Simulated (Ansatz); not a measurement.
H interstitial started on Cl in rock-salt NaCl (start: bound to Cl, open side; 64-site cell, 2×2×2 shifted sampling). Method: PBE, PAW (plane waves to 420 eV; Ansatz, a program for electronic structure). Total energies of the localised charge states, counted from that of charge +1, and their image corrections (point charge with alignment); the host's valence-band maximum lies at 0.878 eV on the cells' energy zero and its gap is 4.99 eV.

```csv
charge,moment (μB),E − E(first) (eV),correction (eV)
+1,not spin-polarised,0.000,0.275
0,1.0,4.548,0.000
−1,not spin-polarised,8.274,0.234
```

Question: Derive the transition levels above the valence-band maximum and say which of them are thermodynamic.

Answer: A level is the Fermi energy at which two charges have equal formation energy: ε(q/q′) = [E(q′) + corr(q′) − E(q) − corr(q)] / (q − q′) − E_VBM.
ε(+1/0) = [(4.548 + 0.000) − (0.000 + 0.275)] / 1 − 0.878 = 3.39 eV
ε(0/−1) = [(8.274 + 0.234) − (4.548 + 0.000)] / 1 − 0.878 = 3.08 eV
Charge 0 lies above the lower envelope where its neighbours cross, so the level that counts is ε(+1/−1) = [(8.274 + 0.234) − (0.000 + 0.275)] / 2 − 0.878 = 3.24 eV.
Thermodynamic levels at least 0.1 eV inside the gap: (+1/−1) at 3.24 eV. They hold to tenths of an eV in this cell. Charges with a result: +1, 0, −1. Others weren't obtained, and one of them could lie lower, also by skipping a charge. The geometries come from one start.
